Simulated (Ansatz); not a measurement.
Consider ZrN in the rock salt structure (space group Fm-3m, No. 225; a = 4.595 Å).

(Cell as relaxed with PBE.)

Levels (all Ansatz, an electronic-structure program, PAW, earlier PAW set): PBE (420 eV, scalar-relativistic without spin-orbit coupling); PBEsol (420 eV, spin-orbit coupling left out).

Each level relaxes its own structure.

```tsv
quantity	PBE	PBEsol
volume per atom	12.13 Å³	…
lattice parameter a	4.595 Å	…
band gap	zero	…
```

**Question.** Given the PBE results, estimate those of PBEsol.

**Answer.** 
- volume per atom, PBEsol: 11.80 Å³
- lattice parameter a, PBEsol: 4.553 Å
- band gap, PBEsol: zero

PBE's volume per atom lies 0.33 Å³ above PBEsol's (2.8 %); PBE's lattice parameter a lies 0.042 Å above PBEsol's (0.9 %); the two agree on the band gap. Neither level is exact; PBEsol is the comparison here, not a measurement.

Stability against distortions was not tested. All final runs are without spin polarisation. An odd electron count without spin: ZrN.
